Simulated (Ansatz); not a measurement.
Subject: the formation energy of O_i in Nb (bcc, Im-3m). Reaction: 8 Nb (bcc) + 1/2 O2 (gas) → cell A.

Cell A: a supercell of 8 sites of Nb (bcc, Im-3m) with O off the lattice sites (6 Nb at 1.96–2.26 Å); spin state with PBE: run without spin, k-point mesh 10×10×10.
```
CELL_PARAMETERS angstrom
      5.73563     0.00000     0.00000
     -1.91188     5.40761     0.00000
     -1.91188    -2.70380     4.68312
ATOMIC_POSITIONS crystal
  Nb 0.95476 0.95476 0.00000
  Nb 0.00862 0.00862 0.51723
  Nb 0.00862 0.49138 0.00000
  Nb 0.00000 0.50000 0.50000
  Nb 0.49138 0.00862 0.00000
  Nb 0.50000 0.00000 0.50000
  Nb 0.54524 0.54524 0.00000
  Nb 0.49138 0.49138 0.48277
  O  0.25000 0.25000 0.00000
```

Reference: Nb (bcc, Im-3m), 8 atoms in the cell, the relaxed perfect crystal repeated, atoms not moved again; spin state with PBE: run without spin, k-point mesh 10×10×10 on the run's own vectors.

Reference: an isolated O2 molecule (triplet) in a box of 11 × 11 × 13 Å.

Plane-wave PAW calculations with Ansatz (an electronic-structure program), its PAW set soft_1, cutoff 420 eV. The structures are at rest with PBE, within the held lattices. Neutral cells; Fermi-Dirac smearing of at most 0.10 eV in the solids, energies taken to zero width. A dispersion term (D3(BJ), or D4 for r2SCAN) was computed beside these levels and is taken off wherever the name lacks it. Space groups of crystals are read within 0.01 Å. Static lattices, no vibrational contributions. The structures are the rest points that the relaxations reached, not proven lowest. The d electrons get no Hubbard U. No correction for cell size. The cell is small for its defects, so this is an ordered compound on the host's lattice rather than an isolated defect. Cell A has symmetry I4/mmm within 0.02 Å and got no random move, so less symmetric positions, which may lie lower, weren't tried.

Q: Give the value at the level PBE.

A: -3.00 eV, for 8 Nb (bcc) + 1/2 O2 (gas) → cell A.
